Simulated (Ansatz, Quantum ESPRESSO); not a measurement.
**OsRu (P-6m2, 2 atoms in the cell) computed with different codes at matched settings**

Zone-centre phonon calculation.

```
CELL_PARAMETERS angstrom
      2.69129     0.00000     0.00000
     -1.34564     2.33072     0.00000
      0.00000     0.00000     4.24399
ATOMIC_POSITIONS crystal
  Ru 0.33333 0.66667 0.00000
  Os 0.66667 0.33333 0.50000
```

Shared settings, as Ansatz (an electronic-structure program) writes them: kpoints.mp_grid.grid = 9 9 5; scf.occupations.method = fermi_dirac; scf.occupations.width = 0.0073 Ry. Potentials and cutoffs stand in the table.

```json
[
 {"code": "Ansatz", "model": "LDA (PW92), PAW files made with PBE", "highest zone-centre frequency (cm⁻¹)": "266", "cutoff": "default"},
 {"code": "Quantum ESPRESSO", "model": "LDA (PZ), GBRV 1.5 ultrasoft (LDA) pseudopotentials", "highest zone-centre frequency (cm⁻¹)": "266", "cutoff": "40 Ry"}
]
```

On Ansatz's run: spin-orbit coupling is off. Spin polarisation is off.

The spread over the programs that give each value: highest zone-centre frequency within 0.0 cm⁻¹.

The same LDA comes in different parametrisations, which differ slightly.

The starting cell comes from a database of computed structures (which also holds hypothetical and non-ambient phases and stackings), without a prior relaxation at this level. Its lattice was rescaled by a random factor within 2.5 % of one.

Keys are those of Ansatz 0.2.
